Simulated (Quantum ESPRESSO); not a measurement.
# Pressure against volume in CsCl-type CuZn (space group 221) (Quantum ESPRESSO, PBE)

```
CELL_PARAMETERS angstrom
      2.89755     0.00000     0.00000
      0.00000     2.89755     0.00000
      0.00000     0.00000     2.89755
ATOMIC_POSITIONS crystal
  Zn 0.50000 0.50000 0.50000
  Cu 0.00000 0.00000 0.00000
```

Level of theory: PBE, PSlibrary PAW (PBE) pseudopotentials (plane waves; Quantum ESPRESSO 7.5). Settings: ecutwfc = 65 Ry; ecutrho = 390 Ry; occupations = smearing; smearing = fermi-dirac; degauss = 0.0036749 Ry; potentials = {Zn: Zn.pbe-dn-kjpaw_psl.1.0.0.UPF, Cu: Cu.pbe-dn-kjpaw_psl.1.0.0.UPF}; K_POINTS = automatic 20 20 20 0 0 0; conv_thr = 1e-10 Ry; mixing_beta = 0.5. The cell above is the first row's. The rows scale it uniformly. In all rows fractional positions and the k mesh are held.

```csv
V (Å^3/atom),P (GPa)
12.164,9.02
12.428,5.75
12.692,2.86
12.957,0.29
13.221,-1.96
13.486,-3.95
13.750,-5.71
14.015,-7.25
14.279,?
```

Fit P of the 8 rows that show it with a cubic. With u = V - 13.1, the rows have u = -0.9360, -0.6720, -0.4080, -0.1430, 0.1210, 0.3860, 0.6500, 0.9150. Least squares gives P = -0.965 - 8.4876·u + 2.0431·u² - 0.3035·u³. Residuals (row less fit): 0.002, -0.003, 0.001, -0.001, 0.003, 0.004, -0.008, 0.003; standard error 0.005 (degrees of freedom: 4). The fitted pressure is zero at V0 = 12.99, where dP/dV = -8.951, so B0 = -V0·dP/dV = 116 GPa.

Task: Predict the withheld P at V = 14.279 from the fit, and compare with the calculation.

Result: u = 1.1790, so P = -0.965 - 8.4876 × 1.1790 + 2.0431 × 1.1790² - 0.3035 × 1.1790³ = -8.629 GPa. The calculation gives -8.64 GPa, 0.011 GPa below the prediction (0.1 % of the range of P in the table). The row lies outside the fitted rows, so this is an extrapolation. From the scatter of the fitted rows alone, a prediction at this place has a standard error of 0.014 GPa, so the miss is 0.8 times that.

Carrying the step between the two nearest rows on in a straight line would have given -8.78, off by 0.14; series whose last step already gives the withheld value aren't shown. The scan was laid around a cell of about the measured size, scaled by a guess for this functional. The runs keep the symmetry of the cell, so they don't test it for distortions. Spin polarisation is off. Cutoffs and mesh are single choices, not tested for convergence of this quantity. Series with a scatter that would blur these digits, or in which a gap closes, are not shown.
